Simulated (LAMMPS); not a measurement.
Consider Cr (bcc), 4394 atoms, at 1310 K and 5 GPa, heated as the crystal in molecular dynamics.

Computed with classical MD, pair style eam/cd, file FeCr.cdeam; code LAMMPS.

```yaml
state_found: crystal; no diffusion seen in 30 ps
density: 7.1880 ± 0.0003 g/cm³
volume_per_atom: 12.0119 ± 0.0005 Å³/atom
enthalpy_per_atom: -3.1206 ± 0.0003 eV/atom
first peak of g(r): 2.49 Å, height 3.6
coordination_number: 14.0 (counted to 3.50 Å)
most common Cr-Cr-Cr angle: at the 3° bin centred on 55.5°, after smoothing over three bins (mean of all 96°)
mean frequency of the vibrational (phonon) density of states: 7.5 THz
cost: roughly 7 core-minutes
```

Potential: file FeCr.cdeam of the LAMMPS distribution; its header cites Stukowski, Sadigh, Erhart and Caro, Model Simul Mater Sci Eng, 7, 075005 (2009).

Caution: a run this short can hold a crystal over, or a liquid under, the potential's own melting point, which these runs don't give.

States go by the mean squared displacement: a species diffuses where it passes 1.5 Å², still rises and gives D over 1e-6 cm²/s; a crystal has left its structure where atoms lie 0.35 Å off their sites on average or a cubic box changes its shape by 3 %, or the axial ratios of another lie 8 % off the starting cell's, which the potential's own relaxation can also do.

Uncertainties are statistical and leave out the potential's own error.

```tsv
frequency (THz)	vibrational (phonon) density of states (1/THz)
0.08950	0.0000
0.4480	0.0002
0.8065	0.0016
1.164	0.0040
1.522	0.0077
1.881	0.0107
2.240	0.0162
2.598	0.0224
2.957	0.0298
3.314	0.0369
3.673	0.0498
4.032	0.0634
4.389	0.0852
4.748	0.1095
5.107	0.1336
5.465	0.1530
5.822	0.1417
6.181	0.1312
6.540	0.1389
6.898	0.1416
7.256	0.1384
7.614	0.1357
7.973	0.1274
8.332	0.1239
8.689	0.1140
9.048	0.1097
9.407	0.1104
9.764	0.1240
10.12	0.1373
10.48	0.1282
10.84	0.0971
11.20	0.0591
11.56	0.0291
11.91	0.0158
12.27	0.0107
12.63	0.0077
12.99	0.0060
13.35	0.0049
13.71	0.0041
14.06	0.0035
14.42	0.0031
14.78	0.0027
15.14	0.0024
15.50	0.0021
15.86	0.0019
16.21	0.0017
16.57	0.0015
16.93	0.0013
17.29	0.0011
17.65	0.0010
```
